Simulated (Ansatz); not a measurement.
The reference is CuI in the zinc blende structure (space group F-43m, No. 216; a = 5.862 Å). Axes: x, y, z lie along the cube axes.

The values are results of Kohn–Sham DFT with the LDA functional, run in Ansatz (an electronic-structure program) with PAW and 420 eV plane waves, no spin-orbit coupling, not measurements.

Strains are applied to the cell and any free atomic positions relax; under biaxial strain the out-of-plane vector relaxes too.

One change was made to it. Results:

| quantity | base | after |
|---|---|---|
| shortest interatomic distance | 2.538 Å | 2.544 Å |
| energy relative to the base (free energy F) | 0 meV/atom | +1.1 meV/atom |
| valence-band top at Γ (three highest levels, from the VBM) | 0.00, 0.00, 0.00 eV | 0.00, -0.03, -0.03 eV |
| band gap | 1.22 eV | 1.17 eV |

Task: Name the change that was made.
A) biaxial strain +2.50 %, plane normal [111], relaxed out of plane
B) biaxial strain +2.08 %, plane normal [111], relaxed out of plane
C) biaxial strain −1.67 %, plane normal [111], relaxed out of plane
D) biaxial strain −2.50 %, plane normal [111], relaxed out of plane
E) biaxial strain +0.83 %, plane normal [111], relaxed out of plane

Result: E, biaxial strain +0.83 %, plane normal [111], relaxed out of plane. For comparison, the band gap in the other runs: biaxial strain −1.67 %, plane normal [111], relaxed out of plane gives 1.24 eV; biaxial strain +2.50 %, plane normal [111], relaxed out of plane gives 1.08 eV; biaxial strain +2.08 %, plane normal [111], relaxed out of plane gives 1.10 eV; biaxial strain −2.50 %, plane normal [111], relaxed out of plane gives 1.24 eV.

With I present, leaving out spin-orbit coupling can change the band edges. No phonon test of stability was made. The final runs are not spin-polarised.
